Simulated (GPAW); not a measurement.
Worked example: self-consistent single point of FePt (P4/mmm, 2 atoms in the cell) in GPAW.

Method of the run: LDA (Perdew-Wang 92), GPAW PAW datasets LDA (gpaw-data 1.0.1) (plane waves; GPAW).

```xyz
2
Lattice="2.7200 0.0000 0.0000 0.0000 2.7200 0.0000 0.0000 0.0000 3.7100" Properties=species:S:1:pos:R:3 pbc="T T T"
Fe     0.0000     0.0000     0.0000
Pt     1.3600     1.3600     1.8550
```
Moments meant for the start (each program seeds them in its own way; μB, in the order of the atoms Fe Pt): 3.0 0.0.

Reference input (self-consistent single point, DFT PBE, plane waves, GPAW PAW datasets PBE (gpaw-data 1.0.1)): spinpol = true; mode = pw; ecut = 850 eV; xc = PBE; kpts = 9 9 7; mesh shift (steps) = 0 0 0; occupations.name = methfessel-paxton; occupations.width = 0.1 eV; occupations.order = 0; nbands = -8; convergence.forces = 0.001 eV/Å; symmetry.symmorphic = false. This run's input differs from it in these lines:

```diff
@@ -16,3 +16,3 @@
             mode={'name': 'pw', 'ecut': 850},
-            xc='PBE',
+            xc='LDA',
             kpts=(9, 9, 7),
```

Its files differ too (potentials: GPAW PAW datasets LDA (gpaw-data 1.0.1)).

The program printed (abridged):

```
     iter     time        total  log10-change:         magmom
                         energy   eigst   dens  force
iter:   1 --:--:--   -20.933837                          +3.0026
iter:   2 --:--:--   -19.031801   -0.91  -1.20           +2.0484
iter:   3 --:--:--   -18.550173   -1.73  -1.38           +1.9921
iter:   4 --:--:--   -18.243243   -2.04  -1.50           +2.0726
iter:   5 --:--:--   -18.169385   -2.03  -1.78           +2.1206
iter:   6 --:--:--   -18.302397   -2.47  -2.07           +2.7829
iter:   7 --:--:--   -18.309277   -2.57  -2.11           +3.2764
iter:   8 --:--:--   -18.303392c  -2.96  -2.36           +3.2105
   [... lines left out ...]
iter:  13 --:--:--   -18.300903c  -5.03  -3.47           +3.1860
iter:  14 --:--:--   -18.300902c  -6.08  -3.58           +3.1828
iter:  15 --:--:--   -18.300911c  -5.75  -3.61           +3.1828
iter:  16 --:--:--   -18.300880c  -5.90  -3.74           +3.1843
iter:  17 --:--:--   -18.300878c  -6.56  -3.99           +3.1843
iter:  18 --:--:--   -18.300876c  -6.92  -4.05c          +3.1852
iter:  19 --:--:--   -18.300876c  -7.11  -4.50c          +3.1837
iter:  20 --:--:--   -18.300875c  -7.76c -4.47c          +3.1833
iter:  21 --:--:--   -18.300875c  -8.15c -4.61c -25.53c   +3.1834
Converged after 21 iterations.

Dipole moment: (-0.000000, -0.000000, -0.000000) |e|*Ang

Total magnetic moment: (0.000000, 0.000000, 3.183373)
Local magnetic moments:
   0 Fe ( 0.000000,  0.000000,  2.789322)
   1 Pt ( 0.000000,  0.000000,  0.347488)

Energy contributions relative to reference atoms: (reference = -534654.688239)

Kinetic:         -1.936606
Potential:       +0.828029
External:        +0.000000
XC:             -16.716520
Entropy (-ST):   -0.006508
Local:           -0.472524
SIC:             +0.000000
--------------------------
Free energy:    -18.304129
Extrapolated:   -18.300875

Spin contamination: 0.088351 electrons
Showing only first 2 kpts
                      Up                     Down
 Kpt  Band  Eigenvalues  Occupancy  Eigenvalues  Occupancy
  0    10      8.92153    1.00000     11.12339    0.00000
   [... lines left out ...]

Fermi level: 10.68036

No gap
No difference between direct/indirect transitions
Energy (eV): -18.300875

Forces in eV/Ang:
  0 Fe    0.00000    0.00000    0.00000
  1 Pt    0.00000    0.00000    0.00000

Stress tensor:
     0.083147     0.000000     0.000000
     0.000000     0.083147     0.000000
     0.000000     0.000000     0.058710
Stress (GPa, Voigt): [13.3215 13.3215  9.4064  0.      0.      0.    ]
```

The run converged in 21 iterations. GPAW prints stress with tension positive. Against the reference run the pressure goes from 5.20 to -12.02 GPa and the size of the net moment goes from 1.63 to 1.59 μB/atom.

The starting cell has typed, rounded lattice constants, without a prior relaxation at this level. The magnetic order is the one reached from the typed start; others were not searched systematically. With a pressure of about -12 GPa the cell is away from its equilibrium volume at this level.

Cost on one core of a shared machine: roughly 2 min.
